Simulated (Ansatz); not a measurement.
Consider CoSn (space group P6/mmm, No. 191; non-magnetic).

```xyz
6
Lattice="5.2937 0.0000 0.0000 -2.6469 4.5845 0.0000 0.0000 0.0000 4.2347" Properties=species:S:1:pos:R:3 pbc="T T T"
Co     2.6469     0.0000     0.0000
Co     1.3234     2.2923     0.0000
Co    -1.3234     2.2923     0.0000
Sn     0.0000     0.0000     0.0000
Sn     0.0000     3.0563     2.1174
Sn     2.6469     1.5282     2.1174
```

Cartesian axes are those of the cell as printed.

All numbers come from PBE (Ansatz, a program for electronic structure; PAW; 420 eV plane waves; without spin-orbit coupling), earlier PAW set.

For the base:

- Pressure: 0.0 GPa
- Shortest interatomic distance: 2.611 Å

One thing is altered: biaxial strain +0.76 %, plane normal [001], relaxed out of plane (Cartesian); in-plane vectors clamped, the third vector and the atoms free.

Question: How does this affect the pressure?

Answer: The pressure (mean of the normal stresses, compression positive) goes from zero to -1.4 GPa.

Question: Predict the new shortest interatomic distance.

Answer: The shortest interatomic distance stays 2.611 Å.

Stability against distortions was not tested. Seeded moments were not kept for the base. All final runs are without spin polarisation.
